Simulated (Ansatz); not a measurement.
Input:

```
CELL_PARAMETERS angstrom
     -2.79334     2.79334     5.54685
      2.79334    -2.79334     5.54685
      2.79334     2.79334    -5.54685
ATOMIC_POSITIONS crystal
  Ga 0.50000 0.50000 0.00000
  Ga 0.25000 0.75000 0.50000
  Cu 0.00000 0.00000 0.00000
  Cu 0.75000 0.25000 0.50000
  Se 0.87500 0.88199 0.50699
  Se 0.11801 0.62500 0.99301
  Se 0.37500 0.36801 0.49301
  Se 0.63199 0.12500 0.00699
```

No spin polarisation.

Calculations: PBE, PAW, 420 eV (Ansatz, a first-principles code; spin-orbit coupling left out). Settings: 8×8×8 k-points, 0.05 eV Fermi–Dirac smearing.

Q: What space group does the calculation give?

A: I-42d (No. 122).

Q: Predict the valence-band top at Γ (three highest levels, from the VBM).

A: 0.00, -0.10, -0.10 eV.

Q: What pressure (mean of the normal stresses, compression positive) does the calculation give?

A: 3.0 GPa.

The levels and masses belong to the bands next to the band gap. The cells carry an imposed strain or load. Whether these cells are dynamically stable was not tested. The final runs are not spin-polarised. The cell was made from GaCuSe₂ in the chalcopyrite structure (space group I-42d, No. 122) by this change: isotropic strain −1.50 %.
